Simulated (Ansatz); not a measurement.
**Effect of biaxial strain −0.74 %, plane normal [001], relaxed out of plane on BaTiO3**

Base system: BaTiO3 (space group P4mm, No. 99; a = 3.9728 Å, c = 4.1123 Å). Axes: x, y, z lie along a, b, c of the conventional cell.

Perturbation: compressive biaxial strain of 0.74 % in the plane normal to [001], as in epitaxy on a mismatched substrate; the out-of-plane cell vector and the atoms relax.

Calculations: r2SCAN/PAW in Ansatz (a first-principles code), without spin-orbit coupling, earlier PAW set. Settings: 8×8×8 k-points, 0.05 eV Fermi–Dirac smearing.

```json
[
 {"quantity": "volume per atom", "base": "12.98 Å³", "changed": "12.94 Å³", "shift": "-0.045 Å³"},
 {"quantity": "space group", "base": "P4mm (No. 99)", "changed": "P4mm (No. 99)", "shift": "–"},
 {"quantity": "shortest interatomic distance", "base": "1.822 Å", "changed": "1.817 Å", "shift": "-0.005 Å"},
 {"quantity": "energy relative to the base (free energy F)", "base": "0 meV/atom", "changed": "+1.3 meV/atom", "shift": "+1.3 meV/atom"},
 {"quantity": "pressure (mean of the normal stresses, compression positive)", "base": "0.00 GPa", "changed": "1.42 GPa", "shift": "+1.413 GPa"},
 {"quantity": "band gap", "base": "2.23 eV", "changed": "2.26 eV", "shift": "+0.022 eV"},
 {"quantity": "gap character", "base": "indirect, A → Γ", "changed": "indirect, A → Γ", "shift": "–"},
 {"quantity": "smallest direct gap", "base": "2.70 eV", "changed": "2.79 eV", "shift": "+0.09 eV"},
 {"quantity": "width of the top valence band", "base": "1.30 eV", "changed": "1.40 eV", "shift": "+0.107 eV"},
 {"quantity": "out-of-plane strain", "base": "–", "changed": "+1.14 %", "shift": "–"},
 {"quantity": "mean in-plane stress (compression positive)", "base": "–", "changed": "+2.1 GPa", "shift": "–"}
]
```

Stability against distortions was not tested. The final runs are not spin-polarised.
